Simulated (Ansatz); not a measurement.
Ansatz (a program for electronic structure) run on CoSn (P6mm, 6 atoms in the cell): self-consistent single point.

Level of theory: LDA (PW92), default PAW files made with PBE (plane waves; Ansatz).

```
CELL_PARAMETERS angstrom
      5.21981     0.00000     0.00000
     -2.60990     4.52049     0.00000
      0.00000     0.00000     4.16665
ATOMIC_POSITIONS crystal
  Co 0.00000 0.50000 0.00000
  Co 0.50000 0.00000 0.00000
  Co 0.50000 0.50000 0.00000
  Sn 0.66667 0.33333 0.50000
  Sn 0.33333 0.66667 0.50000
  Sn 0.00000 0.00000 0.01200
```

Reference input (self-consistent single point, DFT, LDA (PW92), plane waves, default PAW files made with PBE): basis.ecutwfc = 30.9 Ry; kpoints.mp_grid.grid = 7 7 8; hamiltonian.xc = lda; hamiltonian.pseudopotentials = {kind: paw} (the program's default PAW files); scf.occupations.method = gaussian; scf.occupations.width = 0.0073 Ry. This run's input differs from it in these lines:

Ansatz 0.2 input:
```diff
@@ -15,3 +15,3 @@
 kpoints:
-  mp_grid: { grid: [7, 7, 8] }
+  mp_grid: { grid: [17, 17, 19] }
 hamiltonian:
@@ -20,3 +20,3 @@
 scf:
-  occupations: { method: gaussian, width: 0.0073 Ry }
+  occupations: { method: gaussian, width: 0.022 Ry }
 output:
```

Log, with long lists cut:

```
SCF iter   1: F=—  HF=-32828.080473 eV  |F-HF|=—  |Δ(HF+E_count)|=         —  Δρ=1.08e-2  dr2=4.98e-2  ethr=1.77e-3  ⟨swp⟩=6.1  Hψ=69659  notcnv=0
all-band conjugate gradients solve this SCF's bands
preconditioner: auto → LDOS
SCF iter   2: F=—  HF=-32828.080948 eV  |F-HF|=—  |Δ(HF+E_count)|=   4.75e-4  Δρ=1.12e-2  dr2=6.40e-2  ethr=5.36e-5  ⟨swp⟩=2.0  Hψ=37954  notcnv=0
   [... lines left out ...]
SCF iter   5: F=—  HF=-32828.063149 eV  |F-HF|=—  |Δ(HF+E_count)|=   1.05e-3  Δρ=9.76e-4  dr2=6.00e-4  ethr=7.97e-6  ⟨swp⟩=2.4  Hψ=24163  notcnv=0
SCF iter   6: F=—  HF=-32828.063081 eV  |F-HF|=—  |Δ(HF+E_count)|=   6.84e-5  Δρ=4.90e-5  dr2=1.53e-6  ethr=6.45e-7  ⟨swp⟩=2.0  Hψ=22153  notcnv=0
SCF iter   7: F=—  HF=-32828.063085 eV  |F-HF|=—  |Δ(HF+E_count)|=   4.45e-6  Δρ=2.39e-5  dr2=3.73e-7  ethr=1.65e-9  ⟨swp⟩=2.3  Hψ=33705  notcnv=0
SCF iter   8: F=-32828.063085 eV  HF=-32828.063085 eV  |F-HF|=3.76e-8  |Δ(HF+E_count)|=   2.37e-8  Δρ=7.48e-6  dr2=5.31e-8  ethr=1.08e-10  ⟨swp⟩=9.3  Hψ=71533  notcnv=0
SCF 1 converged in 8 iterations: F = -32828.063085 eV  dr2 = 5.31e-8
Free energy (F): -32828.063085 eV
Internal energy: -32827.887108 eV  (E = F + TS)
E sigma→0 (E₀):  -32827.975097 eV
Entropy (-TS):   -0.175977 eV (-29.329 meV/atom)
Fermi energy:    15.109080 eV
--- Forces (eV/Å), atoms counted from 1 ---
  atom   1  Co    -0.00000000    -0.00000000     0.02902030
  atom   2  Co     0.00000000    -0.00000000     0.02902030
  atom   3  Co    -0.00000000    -0.00000000     0.02902030
  atom   4  Sn     0.00000000     0.00000000     0.05610086
  atom   5  Sn    -0.00000000    -0.00000000     0.05610086
  atom   6  Sn     0.00000000    -0.00000000    -0.19905059
--- Stress (GPa, compression-positive) ---
       -4.253861       0.000000      -0.000000
        0.000000      -4.253861       0.000000
       -0.000000       0.000000      -3.507985
  P = ⅓ Tr σ = -4.0052 GPa (-40.052 kbar)
  The stress holds the Pulay correction. Without it, at fixed plane waves, as pw.x and ABINIT print it: P = -4.1357 GPa
```

The run converged in 8 iterations. Against the reference run the free energy drops by 10.2 meV/atom, the pressure goes from -4.21 to -4.01 GPa and the largest force goes from 0.207 to 0.199 eV/Å.

The starting cell comes from a database of computed structures (which also holds hypothetical and non-ambient phases and stackings), without a prior relaxation at this level. Its lattice was rescaled by up to half a per cent. One atom was moved a little off its site on purpose. Spin polarisation is off. With a pressure of about -4 GPa the cell is away from its equilibrium volume at this level. Ansatz's pressure includes its estimate of the finite-basis (Pulay) stress.

Cost on one core of a shared machine: roughly 3 min.
